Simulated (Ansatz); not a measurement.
A relaxation of cell and atoms of Ca2Os2O7 (Imma, 22 atoms in the cell) with Ansatz (a quantum-chemistry and plane-wave program).

Computed with PBEsol, default PAW files made with PBE (plane waves; Ansatz).

```yaml
crystal:
  lattice:
    - [-3.68380, 5.16901, 3.77064]
    - [3.68380, -5.16901, 3.77064]
    - [3.68380, 5.16901, -3.77064]
  atoms:
    - { symbol: Os, position: [0.50000, 0.50000, 0.50000] }
    - { symbol: Os, position: [0.50000, 0.00000, 0.00000] }
    - { symbol: O, position: [0.41150, 0.16150, 0.25000] }
    - { symbol: O, position: [0.58850, 0.83850, 0.75000] }
    - { symbol: Os, position: [0.50000, 0.50000, 0.00000] }
    - { symbol: Os, position: [0.00000, 0.50000, 0.50000] }
    - { symbol: Ca, position: [0.00000, 0.00000, 0.00000] }
    - { symbol: Ca, position: [0.50000, 0.00000, 0.50000] }
    - { symbol: O, position: [0.13170, 0.72800, 0.40370] }
    - { symbol: O, position: [0.82430, 0.72800, 0.09630] }
    - { symbol: O, position: [0.86830, 0.27200, 0.59630] }
    - { symbol: O, position: [0.17570, 0.27200, 0.90370] }
    - { symbol: Ca, position: [0.00000, 0.00000, 0.50000] }
    - { symbol: Ca, position: [0.00000, 0.50000, 0.00000] }
    - { symbol: O, position: [0.81870, 0.64110, 0.58900] }
    - { symbol: O, position: [0.55210, 0.22970, 0.91100] }
    - { symbol: O, position: [0.18130, 0.77030, 0.82240] }
    - { symbol: O, position: [0.44790, 0.35890, 0.67760] }
    - { symbol: O, position: [0.18130, 0.35890, 0.41100] }
    - { symbol: O, position: [0.44790, 0.77030, 0.08900] }
    - { symbol: O, position: [0.81870, 0.22970, 0.17760] }
    - { symbol: O, position: [0.55210, 0.64110, 0.32240] }
```

Reference input (self-consistent single point, DFT, PBEsol, plane waves, default PAW files made with PBE): basis.ecutwfc = 420 eV; kpoints.mp_grid.grid = 3 3 3; hamiltonian.xc = pbesol; hamiltonian.pseudopotentials = {kind: paw} (the program's default PAW files); scf.occupations.method = cold; scf.occupations.width = 0.05 eV. This run's input differs from it in these lines:

```diff
@@ -38,2 +38,4 @@
   occupations: { method: cold, width: 0.05 eV }
+relax:
+  cell: { p_target: 2.0 GPa }
 output:
```

Output (repeated stretches shortened):

```
   [... SCF lines of the steps left out ...]
relax step   1: F+E_penalty+E_count = -60035.36380631 eV  Δ(F+E_penalty+E_count) = +0.000e0 eV  max|allowed force component| = 1.162e0 eV/Å  Δτ_max = 0.0000 Å  P = -14.450 GPa  Ω = 287.196 Å³  (13 SCF iters, dr2 threshold 1.00e-7 eV, accepted)
relax step   2: F+E_penalty+E_count = -60036.46164215 eV  Δ(F+E_penalty+E_count) = -1.098e0 eV  max|allowed force component| = 4.678e-1 eV/Å  Δτ_max = 0.0321 Å  P = +5.162 GPa  Ω = 257.825 Å³  energy of the carried Pulay correction = +1.222e-1 eV  [...]
   [... lines left out ...]
relax step  10: F+E_penalty+E_count = -60036.56378880 eV  Δ(F+E_penalty+E_count) = -3.937e-4 eV  max|allowed force component| = 2.561e-3 eV/Å  Δτ_max = 0.0024 Å  P = +1.998 GPa  Ω = 262.922 Å³  energy of the carried Pulay correction = +2.840e-3 eV  [...]
relax step  11: F+E_penalty+E_count = -60036.56114539 eV  Δ(F+E_penalty+E_count) = +2.643e-3 eV  max|allowed force component| = 2.560e-3 eV/Å  Δτ_max = 0.0000 Å  P = +1.986 GPa  Ω = 262.922 Å³  stress off target by 2.19e-2 GPa  SCF on the basis [...]
basis re-selected at this cell: Δ(F+E_penalty+E_count) = +2.643e-3 eV, ΔP = -0.011 GPa vs the last step
the relaxation is at rest under the 8 symmetry operations that the run kept from its start: a minimum is not shown …
Stability not checked (fill_not_monotonic)
Free energy (F): -60036.561145 eV
Internal energy: -60036.548522 eV  (E = F + TS)
   [... lines left out ...]
Fermi energy:    11.541524 eV
  cell:  # Å, volume = 262.9220 Å³
   [... lines left out ...]
    - { symbol: O, position: [0.18199558696469173, 0.3617878931916874, 0.4103343478256818] }
    - { symbol: O, position: [0.4514535453660056, 0.7716612391390099, 0.08966565217431811] }
    - { symbol: O, position: [0.8180044130353082, 0.22833876086099017, 0.17979230622699563] }
    - { symbol: O, position: [0.5485464546339944, 0.6382121068083125, 0.32020769377300434] }
```

The run converged. 

Summary of the result:
```
Item                                                                                                Result
-----------------------------------------------  ---------------------------------------------------------
Free energy E − TS (on the zero of these files)                                             -60036.5611 eV
Fermi level (on the code's own zero)                                                              11.54 eV
Pressure                                                                                          1.99 GPa
Largest force (vector length)                                                                   0.003 eV/Å
Final cell                                       a = b = c = 7.168 Å, α = 119.93°, β = 91.17°, γ = 118.73°
Final volume per atom                                                                             11.95 Å³
Relaxation steps                                                                                        11
```

The starting cell comes from a database of published, mostly measured structures (it also holds non-ambient and calculated ones), without a prior relaxation at this level. Its lattice was rescaled by a random factor within 2.5 % of one. Spin polarisation is off. The relaxation keeps the symmetry of its start, so its end need not be a minimum. Ansatz's pressure includes its estimate of the finite-basis (Pulay) stress. Without the estimate this run gives 1.31 GPa.

Cost on one core of a shared machine: roughly 5 min.

Keys are those of Ansatz 0.2.
